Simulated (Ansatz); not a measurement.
The starting structures come from a database of crystals and need not be the phases stable at ambient conditions.

 Where the default PAW files enter, the runs use the earlier of Ansatz's two default sets.

The decay constant κ of evanescent states in the gap governs leakage through a thin film.

Consider the following.

```yaml
crystal:
  lattice:
    - [3.90929, 0.00000, 0.00000]
    - [0.00000, 5.52212, 0.00000]
    - [0.00000, 0.00000, 3.90929]
  atoms:
    - { symbol: Zn, position: [0.00000, 0.23694, 0.50000] }
    - { symbol: Zn, position: [0.50000, 0.76306, 0.00000] }
    - { symbol: Se, position: [0.00000, 0.50000, 0.00000] }
    - { symbol: S, position: [0.50000, 0.00000, 0.50000] }
```

Space group of this cell: P-4m2. The cell is taken as given.

Transport runs along the normal of the first two printed cell vectors, the (100) plane of the conventional cell.

No gap correction and no spin-orbit coupling; mid-gap values are interpolated between computed energies.

Estimate the band gap and the smallest decay constant κ at mid-gap that Ansatz (an electronic-structure program) with r2SCAN returns for this system.

Gap 2.16 eV on a 8×6×8 mesh; κ = 0.142 1/Å, at the zone centre.
